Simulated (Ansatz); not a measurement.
Input and output of a self-consistent single point for Tc3Os (P6_3/mmc, 8 atoms in the cell) (Ansatz, an electronic-structure program).

Computed with PBEsol, harder PAW files (source: ansatz) made with PBE (plane waves; Ansatz).

```
Tc3Os
1.0
    5.48770     0.00000     0.00000
   -2.74385     4.75249     0.00000
    0.00000     0.00000     4.35114
Tc Os
6 2
Direct
  0.83433   0.16567   0.75000
  0.16567   0.83433   0.25000
  0.66866   0.83433   0.25000
  0.33134   0.16567   0.75000
  0.83433   0.66866   0.75000
  0.16567   0.33134   0.25000
  0.66667   0.33333   0.25000
  0.33333   0.66667   0.75000
```

Reference input (self-consistent single point, DFT, PBEsol, plane waves, harder PAW files (source: ansatz) made with PBE): basis.ecutwfc = 500 eV; kpoints.mp_grid.grid = 5 5 5; hamiltonian.xc = pbesol; hamiltonian.pseudopotentials = {kind: paw, source: ansatz}; scf.occupations.method = gaussian; scf.occupations.width = 0.2 eV. This run's input differs from it in these lines:

Ansatz 0.2 input:
```diff
@@ -21,3 +21,6 @@
   xc: pbesol
-  pseudopotentials: { kind: paw, source: ansatz }
+  pseudopotentials: { kind: paw_fr, source: ansatz }
+magnetization:
+  noncollinear: true
+  spin_orbit: false
 scf:
```

The program printed (abridged):

```
SCF iter   1: F=—  HF=-54690.971473 eV  |F-HF|=—  |Δ(HF+E_count)|=         —  Δρ=1.23e-1  dr2=3.84e1  dr2_m=0.00e0 (ungated)  ethr=3.10e-3  |M|=0.00e0 ∫|m|=0.00e0 μB  |m|>n=0.0e0 m-floor=0.0e0 τ_xc=0.0e0  β_m=0.30  ⟨swp⟩=5.0  Hψ=8008  notcnv=0
all-band conjugate gradients solve this SCF's bands
preconditioner: auto → Kerker (q_TF=auto, 2.761 Å⁻¹)
spin=Noncollinear: Kerker preconditioning applied to the charge; magnetization (m_x, m_y, m_z) channels mix plain (no charge-response kernel on spin).
   [... lines left out ...]
SCF iter   8: F=—  HF=-54685.660248 eV  |F-HF|=—  |Δ(HF+E_count)|=   4.37e-4  Δρ=8.20e-6  dr2=4.74e-8  dr2_m=0.00e0 (ungated)  ethr=8.20e-11  |M|=0.00e0 ∫|m|=0.00e0 μB  |m|>n=0.0e0 m-floor=0.0e0 τ_xc=0.0e0  β_m=0.98  ⟨swp⟩=9.5  Hψ=10276  notcnv=0
SCF iter   9: F=-54685.660248 eV  HF=-54685.660248 eV  |F-HF|=1.12e-9  |Δ(HF+E_count)|=   7.87e-9  Δρ=1.51e-6  dr2=2.07e-9  dr2_m=0.00e0 (ungated)  ethr=3.89e-11  |M|=0.00e0 ∫|m|=0.00e0 μB  |m|>n=0.0e0 m-floor=0.0e0 τ_xc=0.0e0  ⟨swp⟩=2.0  Hψ=5710  notcnv=0
SCF 1 converged in 9 iterations: F = -54685.660248 eV  dr2 = 2.07e-9
Magnetization: |M| = 0.0000 μB,  M = (+0.0000, +0.0000, +0.0000) μB
Absolute magnetization: 0.0000 μB (∫|m|)
  site 0: m = (+0.0000, +0.0000, +0.0000) μB, |m| = 0.0000 μB  (R = 1.11 Å)
  site 1: m = (+0.0000, +0.0000, +0.0000) μB, |m| = 0.0000 μB  (R = 1.11 Å)
  site 2: m = (+0.0000, +0.0000, +0.0000) μB, |m| = 0.0000 μB  (R = 1.11 Å)
  site 3: m = (+0.0000, +0.0000, +0.0000) μB, |m| = 0.0000 μB  (R = 1.11 Å)
  site 4: m = (+0.0000, +0.0000, +0.0000) μB, |m| = 0.0000 μB  (R = 1.11 Å)
  site 5: m = (+0.0000, +0.0000, +0.0000) μB, |m| = 0.0000 μB  (R = 1.11 Å)
  site 6: m = (+0.0000, +0.0000, +0.0000) μB, |m| = 0.0000 μB  (R = 1.11 Å)
  site 7: m = (+0.0000, +0.0000, +0.0000) μB, |m| = 0.0000 μB  (R = 1.11 Å)
Free energy (F): -54685.660248 eV
   [... lines left out ...]
Fermi energy:    23.294688 eV
   [... lines left out ...]
  atom   8  Os     0.00000000    -0.00000000     0.00000000
--- Stress (GPa, compression-positive) ---
       -5.568933       0.000000       0.000000
       -0.000000      -5.568933       0.000000
        0.000000       0.000000      -3.896038
  P = ⅓ Tr σ = -5.0113 GPa (-50.113 kbar)
  The stress holds the Pulay correction. Without it, at fixed plane waves, as pw.x and ABINIT print it: P = -5.0305 GPa
```

The run converged in 9 iterations. Against the reference run the pressure stays at -5.01 GPa and the largest force stays at 0.012 eV/Å.

The starting cell comes from a database of computed structures (which also holds hypothetical and non-ambient phases and stackings), without a prior relaxation at this level. With a pressure of about -5 GPa the cell is away from its equilibrium volume at this level. Ansatz's pressure includes its estimate of the finite-basis (Pulay) stress.

Cost on one core of a shared machine: roughly 60 s.
